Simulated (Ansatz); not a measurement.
## Nb: energy against volume

Nb (bcc, Im-3m, 18.013 Å³/atom and stress up to 0.01 GPa in the relaxed cell, cube axes along x, y and z) under hydrostatic pressure, with the cell free. r2SCAN in Ansatz, a plane-wave DFT program (PAW, default set), 500 eV, 20×20×20 Γ-centred mesh, Fermi-Dirac smearing 0.05 eV.

Here V stands for volume and E for E less E0.

| volume (Å³/atom) | E less E0 (meV/atom) | pressure (GPa) |
|---|---|---|
| 18.2268 | 1.50 | -2.02 |
| 18.1186 | 0.41 | -1.02 |
| 18.0125 | 0.00 | -0.01 |
| 17.9215 | 0.19 | 0.88 |
| 17.8004 | 1.24 | 2.10 |
| 17.5724 | 5.79 | 4.50 |
| 17.1794 | 22.05 | 8.99 |
| 16.7109 | 56.68 | 14.98 |
| 16.1968 | ? | ? |

**Question.** Fit E against V with the third-order Birch-Murnaghan form, a cubic in V^(-2/3), and predict the withheld value at V = 16.1968.

**Answer.** With u = V^(-2/3) - 0.1473, the rows have u = -0.0029136, -0.0023393, -0.0017706, -0.0012784, -0.0006169, 0.0006492, 0.0028970, 0.0056913. Least squares gives E = 3.046 + 3564.2·u + 1037741·u² - 1427665·u³. Residuals (row less fit): -0.006, 0.005, 0.004, 0.002, -0.003, -0.007, 0.004, -0.001; standard error 0.006 (degrees of freedom: 4). Its minimum lies at u = -0.0017112, so V0 = (0.1455888)^(-3/2) = 18.00. There d²E/du² = 2090000 and d³E/du³ = -8566000, so B0 = (4/9) × 18.00^(-7/3) × 2090000 × 0.160218 = 175 GPa (the last factor turns the table's units into GPa), and B0' = 4 + (2/3) × 0.1455888 × (-8566000)/2090000 = 3.6. B0' rests on the cubic coefficient alone and has a standard error of 0.1 from these residuals. At the withheld row, u = 0.0089118, so E = 3.046 + 3564.2 × 0.0089118 + 1037741 × 0.0089118² - 1427665 × 0.0089118³ = 116.217 meV/atom. The calculation gives 116.21 meV/atom, 0.007 meV/atom below the prediction (0.0 % of the range of E in the table). The row lies outside the fitted rows, so this is an extrapolation. The scatter of the fitted rows lies at the last printed digit.

In a metal these values are sensitive to mesh and smearing; energies are taken to zero smearing, stresses follow the free energy. The runs aren't spin-polarised. Other structures, which can take over under pressure, weren't tried. The same form fitted to the pressure column gives B0' = 3.7; series where the two differ by over 0.4 aren't shown. Rows are the converged runs of the series near zero and its far end, less any whose ions stayed unrelaxed beside relaxed ones; series whose fitted rows scatter by over a few per cent of the range, as at a crossing or softening among them, aren't shown in this form.
